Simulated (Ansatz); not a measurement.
**Mg2Sn: response to strain**

The reference is Mg$_{2}$Sn (space group Fm-3m, No. 225; relaxed with 0.1 eV smearing).

```
CELL_PARAMETERS angstrom
      0.00000     3.37356     3.37356
      3.37356     0.00000     3.37356
      3.37356     3.37356     0.00000
ATOMIC_POSITIONS crystal
  Mg 0.25000 0.25000 0.25000
  Mg 0.75000 0.75000 0.75000
  Sn 0.00000 0.00000 0.00000
```

Cartesian axes are those of the cell as printed.

Strains are applied to the cell and any free atomic positions relax.

All numbers come from PBEsol/PAW in Ansatz (a quantum-chemistry and plane-wave program), no SOC.

Notes on the quantities. energy relative to the base: free energy F; pressure: mean of the normal stresses, compression positive.

```csv
change,energy relative to the base,pressure,shortest interatomic distance
base,0 meV/atom,0.0 GPa,2.922 Å
uniaxial strain ε_zz = −3.00 %,+5.6 meV/atom,…,2.893 Å
uniaxial strain ε_zz = −2.50 %,…,1.2 GPa,2.897 Å
uniaxial strain ε_zz = −2.00 %,+2.5 meV/atom,0.9 GPa,2.902 Å
uniaxial strain ε_zz = −0.50 %,+0.1 meV/atom,…,2.917 Å
uniaxial strain ε_zz = +0.50 %,+0.2 meV/atom,-0.2 GPa,2.926 Å
uniaxial strain ε_zz = +1.00 %,+0.6 meV/atom,-0.4 GPa,2.931 Å
uniaxial strain ε_zz = +1.50 %,+1.3 meV/atom,-0.6 GPa,…
uniaxial strain ε_zz = +2.50 %,+3.6 meV/atom,-1.0 GPa,2.946 Å
uniaxial strain ε_zz = +3.00 %,+5.2 meV/atom,-1.2 GPa,2.951 Å
```

Task: What belongs in the blanks?

Result: 
- uniaxial strain ε_zz = −3.00 %, pressure: 1.4 GPa
- uniaxial strain ε_zz = −2.50 %, energy relative to the base: +3.9 meV/atom
- uniaxial strain ε_zz = −0.50 %, pressure: 0.2 GPa
- uniaxial strain ε_zz = +1.50 %, shortest interatomic distance: 2.936 Å

No phonon test of stability was made.
